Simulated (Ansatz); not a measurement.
**What isotropic strain +3.00 % does to Sr**

Start from Sr in the fcc (Cu type) structure (space group Fm-3m, No. 225; a = 5.923 Å).

One thing is altered: an isotropic linear strain of +3.00 %; the atoms relax in the strained cell.

Calculations: PBEsol, PAW, 420 eV (Ansatz, a first-principles code; no spin-orbit coupling). Γ-centred 14×14×14 mesh, Fermi–Dirac width 0.05 eV.

| quantity | base | changed | shift |
|---|---|---|---|
| volume per atom | 51.93 Å³ | 56.75 Å³ | +4.82 Å³ |
| space group | Fm-3m (No. 225) | Fm-3m (No. 225) | – |
| shortest interatomic distance | 4.188 Å | 4.313 Å | +0.1256 Å |
| energy relative to the base (free energy F) | 0 meV/atom | +15 meV/atom | +15 meV/atom |
| pressure | 0.0 GPa | -0.9 GPa | -0.9 GPa |
| band gap | zero | zero | – |

Final structure:

```
CELL_PARAMETERS angstrom
      0.00000     3.05010     3.05010
      3.05010     0.00000     3.05010
      3.05010     3.05010     0.00000
ATOMIC_POSITIONS crystal
  Sr 0.00000 0.00000 0.00000
```

Stability against distortions was not tested.
